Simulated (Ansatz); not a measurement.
Density of states of SiS$_{2}$ (I-42d) below the valence band maximum, PBEsol, rigid bands (Ansatz, a program for electronic structure); cell volume 130.2 Å³.

(energy from edge (eV), 10⁻³ states/eV/cell): (0.006, 326); (0.031, 778); (0.056, 1150); (0.081, 1560); (0.106, 2110); (0.131, 3840); (0.156, 5250); (0.181, 6010); (0.206, 7970); (0.231, 8580); (0.256, 11100); (0.281, 8960); (0.319, 7380); (0.344, 8170); (0.369, 10300); (0.394, 12100); (0.419, 11100); (0.444, 8790); (0.469, 7510); (0.494, 5960); (0.519, 5350); (0.544, 5280); (0.569, 5960); (0.594, 5300)

Task: What effective density of states at 300 K does this give (∫ g(E) exp(−E/k_BT) dE, both spins, divided by the cell's size)?

Result: 1.4e20 cm⁻³, a density-of-states mass of 3.1 mₑ, valleys and band degeneracy included.

Spin-orbit coupling is left out; where it splits the top of the valence band, N_v and the p-type Seebeck coefficient come out somewhat high without it. Geometry: cell and atoms relaxed with PBEsol.

Formula and space group known from diffraction (Crystallography Open Database), not checked to be the room-temperature form: SiS2 (I-42d).
